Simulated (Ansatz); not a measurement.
Candidates (primitive cells; geometry: cell and atoms relaxed with PBEsol):
A. MgO (Fm-3m), a = 2.9798 Å, b = 2.9798 Å, c = 2.9798 Å, α = 60.00°, β = 60.00°, γ = 60.00°
B. CdIn₂O₄ (Fd-3m), a = b = c = 6.4990 Å, α = β = γ = 60.00°
C. CaTiO3 (Pm-3m), a = b = c = 3.841 Å, α = β = γ = 90.00°
D. SrGeO3 (C2/c), a = 7.2284 Å, b = 7.2284 Å, c = 11.2315 Å, α = 108.37°, β = 108.37°, γ = 60.12°
E. La2O3 (P-3m1), a = b = 3.906 Å, c = 6.040 Å, α = β = 90.00°, γ = 120.00°

Problem. Order them by electron conductivity mass (lowest first) at the level Ansatz (a quantum-chemistry and plane-wave program) with PBEsol, rigid bands.

Solution. B (0.170 mₑ), A (0.35 mₑ), D (0.45 mₑ), C (0.61 mₑ), E (1.69 mₑ)

Masses are for dilute carriers at 300 K, harmonic means over directions unless an axis is named. Spin-orbit coupling is left out.

CaTiO3 (Pm-3m): a high-temperature phase held by its symmetry. Formula and space group known from diffraction (Crystallography Open Database), not checked to be the room-temperature form: CdIn2O4 (Fd-3m), SrGeO3 (C2/c).
